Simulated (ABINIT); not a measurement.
ABINIT is run on Cr3PdN (Pm-3m, 5 atoms in the cell), and the run fails. The aim is a self-consistent single point with DFT, PBEsol, plane waves, PAW (JTH v2.0 PBE PAW, files made for PBE).

Cell that was meant: a = 3.8399 Å, b = 3.8399 Å, c = 3.8399 Å, α = 90.00°, β = 90.00°, γ = 90.00°.

Part of the input:

```
         0.0000000000    0.0000000000    0.0000000000
         0.5000000000    0.5000000000    0.5000000000
ecut 60 Ry
pawxcdev 0
ixc -116133
occopt 6
tsmear 0.05 eV
```

Output (repeated stretches shortened):

```
    Still, in order to avoid this symmetrization (e.g. for specific debugging/development), decrease tolsym to 1.0e-8 or lower,
    or (much preferred) use input primitive vectors that are accurate to better than 1.0e-8.
    This message will only be printed once, even if there are other datasets where tolsym is bigger than 1.0e-8.
...

 symlatt: the Bravais lattice is cP (primitive cubic)
 symspgr: spgroup= 221  Pm -3 m   (=Oh^1)
 symspgr: optical characteristics = isotropic
 Perdew, Burke & Ernzerhof SOL
 J. P. Perdew, A. Ruzsinszky, G. I. Csonka, O. A. Vydrov, G. E. Scuseria, L. A. Constantin, X. Zhou, and K. Burke, Phys. Rev. Lett. 100, 136406 (2008)
 Perdew, Burke & Ernzerhof SOL
 J. P. Perdew, A. Ruzsinszky, G. I. Csonka, O. A. Vydrov, G. E. Scuseria, L. A. Constantin, X. Zhou, and K. Burke, Phys. Rev. Lett. 100, 136406 (2008)

 LMac pawujat is:            0
getng is called for the coarse grid:
 For input ecut=  3.000000E+01 best grid ngfft=      36      36      36
       max ecut=  3.036480E+01

 ==== FFT mesh ====
  FFT mesh divisions ........................    36   36   36
  Augmented FFT divisions ...................    37   37   36
  FFT algorithm .............................   312
  FFT cache size ............................    16
 getmpw: optimal value of mpw= 3028
getng is called for the fine grid:
 Using supplied coarse mesh as initial guess.
 For input ecut= -1.000000E+00 best grid ngfft=      36      36      36
       max ecut=  3.036480E+01

 ==== FFT mesh ====
  FFT mesh divisions ........................    36   36   36
  Augmented FFT divisions ...................    37   37   36
  FFT algorithm .............................   312
  FFT cache size ............................    16
 Symmetries : space group Pm -3 m (#221); Bravais cP (primitive cubic)

 getdim_nloc: deduce lmnmax  =  18, lnmax  =   6,
                      lmnmaxso=  18, lnmaxso=   6.

--- !ERROR
src_file: m_memeval.F90
src_line: 2443
mpi_rank: 0
message: |
    The value of (paw)ecutdg is zero or negative, which is forbidden.
...

 abinit_abort: decision taken to exit. Check above messages for more info
Abort(13) on node 0 (rank 0 in comm 0): application called MPI_Abort(MPI_COMM_WORLD, 13) - process 0

--- !ERROR
src_file: m_memeval.F90
src_line: 2443
mpi_rank: 0
message: |
    The value of (paw)ecutdg is zero or negative, which is forbidden.
...
```

Question: Read the log: what does the program object to, and what is the fix?

Answer: The fault is no cutoff for the fine PAW grid. PAW runs need a second, finer grid for the compensation charges. To fix it, give the fine-grid cutoff. The program stopped before any SCF iteration.

The sound input it was made from differs as follows (other fixes are possible):
```diff
+pawecutdg 120 Ry
```

With that input, the run converged in 41 iterations: free energy E − TS -10908.89 eV; Fermi level (on the code's own zero) 10.77 eV; pressure -10.62 GPa (DFT, PBEsol, plane waves, PAW (JTH v2.0 PBE PAW, files made for PBE)).

On the sound input: the starting cell comes from a database of computed structures (which also holds hypothetical and non-ambient phases and stackings), without a prior relaxation at this level. Spin polarisation is off; with an odd number of electrons in the cell that forces a metal, and a magnetic state may lie lower. The potentials were made for another functional than the one used. With a pressure of about -11 GPa the cell is away from its equilibrium volume at this level.
